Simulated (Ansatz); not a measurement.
Data:

```
Ni
1.0
    2.41317     0.00000     0.00000
    0.00000     3.41274     0.00000
    1.20659     1.70637     1.24864
Ni
1
Cartesian
  0.00000   0.00000   0.00000
```

Spin-polarised, with starting moments of sign Ni+.

Method: r2SCAN in Ansatz (plane waves to 500 eV, PAW, no spin-orbit coupling). Settings: 32×32×32 k-points, 0.1 eV Fermi–Dirac smearing.

### Question
Estimate the band gap.

### Answer
Zero.

### Question
Predict the pressure (mean of the normal stresses, compression positive).

### Answer
5.6 GPa.

Other magnetic orders, which the real material may have, were not ruled out. The cells carry an imposed strain or load. Stability against distortions was not tested. The cell was made from Ni in the fcc (Cu type) structure (space group Fm-3m, No. 225; ferromagnetic) by this change: biaxial strain −1.90 %, plane normal [110], relaxed out of plane.

Ansatz is a program for electronic structure.
